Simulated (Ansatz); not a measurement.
**CdS, response to strain**

The parent structure is CdS in the wurtzite structure (space group P6_3mc, No. 186; a = 4.1244 Å, c = 6.7082 Å). Axes: x lies along a and z along c of the hexagonal cell.

Strains are applied to the cell and any free atomic positions relax.

All numbers come from Ansatz (a first-principles code), PBEsol, PAW, cutoff 420 eV, no spin-orbit coupling.

Notes on the quantities. energy relative to the base: free energy F; pressure: mean of the normal stresses, compression positive.

```csv
change,energy relative to the base,band gap,pressure,shortest interatomic distance
base,0 meV/atom,1.09 eV,0.00 GPa,2.521 Å
tensor shear ε_xz = +1.33 %,+0.8 meV/atom,1.06 eV,-0.01 GPa,2.520 Å
tensor shear ε_xz = +1.00 %,…,…,0.00 GPa,2.520 Å
tensor shear ε_xz = +2.00 %,+1.9 meV/atom,1.04 eV,-0.02 GPa,2.519 Å
tensor shear ε_xz = +0.67 %,+0.2 meV/atom,1.08 eV,0.00 GPa,2.520 Å
tensor shear ε_xz = +0.33 %,+0.1 meV/atom,1.09 eV,0.00 GPa,2.521 Å
tensor shear ε_xz = +1.67 %,+1.3 meV/atom,1.05 eV,-0.01 GPa,2.519 Å
```

Task: Complete the table.

Result: 
- tensor shear ε_xz = +1.00 %, energy relative to the base: +0.5 meV/atom
- tensor shear ε_xz = +1.00 %, band gap: 1.07 eV

Stability against distortions was not tested.
